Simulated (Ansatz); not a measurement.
Band structure of TlBr (Pm-3m, 2 atoms in the cell).

```xyz
2
Lattice="3.9900 0.0000 0.0000 0.0000 3.9900 0.0000 0.0000 0.0000 3.9900" Properties=species:S:1:pos:R:3 pbc="T T T"
Tl     0.0000     0.0000     0.0000
Br     1.9950     1.9950     1.9950
```

Level of theory: PBE (plane waves, PAW; Ansatz, an electronic-structure program).

Settings: kpoints.mp_grid.grid = 8 8 8; hamiltonian.xc = pbe; hamiltonian.pseudopotentials = {kind: paw} (the program's default PAW files); scf.occupations.method = fermi_dirac; scf.occupations.width = 0.02 eV; kpoints.band_path.npoints = 8.

The starting cell has typed, rounded lattice constants, without a prior relaxation at this level. Spin-orbit coupling is off.

Task: Predict the gap along the standard path and the places of the band edges.

Result: The gap along the path is 1.88 eV, direct at X to within 0.01 eV.

Levels in eV from the top of the valence band on the path, bands 7 to 13:
| point | 7 | 8 | 9 | 10 | 11 | 12 | 13 |
|---|---|---|---|---|---|---|---|
| Γ | -4.63 | -1.28 | -1.28 | -1.28 | 7.03 | 7.03 | 7.20 |
| X | -5.49 | -0.78 | -0.78 | 0.00 | 1.88 | 5.77 | 5.77 |
| M | -3.73 | -2.88 | -2.88 | -0.70 | 4.86 | 4.86 | 7.36 |
| R | -2.75 | -1.89 | -1.89 | -1.89 | 2.17 | 2.17 | 2.17 |

Keys are those of Ansatz 0.2.
